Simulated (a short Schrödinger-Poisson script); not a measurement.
Structure: symmetric double-gate stack, Al2O3 on p-type Si(100), at 300 K.

```tsv
layer	material	thickness (nm)	Na (cm⁻³)
1	Al2O3	6.7	-
2	Si	8	2e16
3	Al2O3	6.7	-
```

The device is made up for the run: typed textbook-type constants, with dimensions and the other settings drawn at random. Al2O3: permittivity 9, conduction-band edge (eV) 2.7, gap (eV) 6.8, electron mass (mₑ) 0.3. Si: permittivity 11.7, conduction-band edge (eV) 0, gap (eV) 1.124, Nv at 300 K (cm⁻³) 3.1e19.

Channel valleys (confinement mass, in-plane density-of-states mass, number): Δ2 0.916, 0.19, 2; Δ4 0.19, 0.417, 4. At the gates, both at one voltage, the conduction-band edge of layer 1 lies 2.88 eV − eVg above the Fermi level of the channel. Gaps are held at their typed values at every temperature. Mesh 0.03 nm at interfaces.

Solved with a short Schrödinger-Poisson script written for these runs: 1D Poisson equation in equilibrium, electrons quantum, Hartree (BenDaniel-Duke, 12 states a valley, the channel's in-plane mass for all, wave functions ending at the dielectric), parabolic valleys, classical holes, full ionisation, no traps, pinning or gate leakage.

The same stack at other levels of the model or other numerical settings:

```
run                                          sheet density of all electrons at Vg = 1.6 V (cm⁻²)  sheet density of all electrons at Vg = 0.4 V (cm⁻²)  capacitance of both gates at Vg = 1.6 V (μF/cm²)  rough cost against the base
-------------------------------------------  ---------------------------------------------------  ---------------------------------------------------  ------------------------------------------------  ---------------------------
base                                                                                     1.78e13                                              3.03e12                                              2.07                      about 1
electrons treated as classical, Boltzmann                                                2.01e13                                              3.56e12                                              2.29                         0.04
electrons treated as classical, Fermi-Dirac                                              1.97e13                                              3.53e12                                              2.21                          0.2
mesh six times as coarse                                                                 1.78e13                                              3.03e12                                              2.07                          0.3
```

The classical rows ignore confinement, and Boltzmann statistics overrate the density once the band edge passes the Fermi level.
